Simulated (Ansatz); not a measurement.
Band structure of ZrN (Fm-3m, 2 atoms in the cell).

```
CELL_PARAMETERS angstrom
      0.00000     2.29427     2.29427
      2.29427     0.00000     2.29427
      2.29427     2.29427     0.00000
ATOMIC_POSITIONS crystal
  Zr 0.50000 0.50000 0.50000
  N  0.00000 0.00000 0.00000
```

Method: LDA (PW92), PAW files made with PBE (plane waves; Ansatz, a first-principles code).

Settings: kpoints.mp_grid.grid = 10 10 10; hamiltonian.xc = lda; hamiltonian.pseudopotentials = {kind: paw} (the program's default PAW files); scf.occupations.method = fermi_dirac; scf.occupations.width = 0.136 eV; kpoints.band_path.npoints = 8.

The starting cell comes from a database of computed structures (which also holds hypothetical and non-ambient phases and stackings), without a prior relaxation at this level.

Levels in eV from the Fermi level, bands 5 to 12:
```
point       5      6      7      8      9     10     11    12
-----  ------  -----  -----  -----  -----  -----  -----  ----
Γ      -16.07  -2.65  -2.65  -2.65  -0.45  -0.45  -0.45  1.53
X      -15.51  -4.55  -3.52  -3.16  -3.16   3.33   4.52  4.52
W      -14.90  -5.45  -4.74  -4.74   0.99   0.99   4.53  4.64
K      -14.94  -5.51  -4.73  -4.46  -0.74   3.38   3.65  5.18
L      -13.80  -7.68  -5.70  -5.70   2.98   3.05   3.05  4.74
U      -14.94  -5.51  -4.73  -4.46  -0.74   3.38   3.65  5.18
```

Bands cross the Fermi level along this path, so the cell is metallic at this level.

Keys are those of Ansatz 0.2.
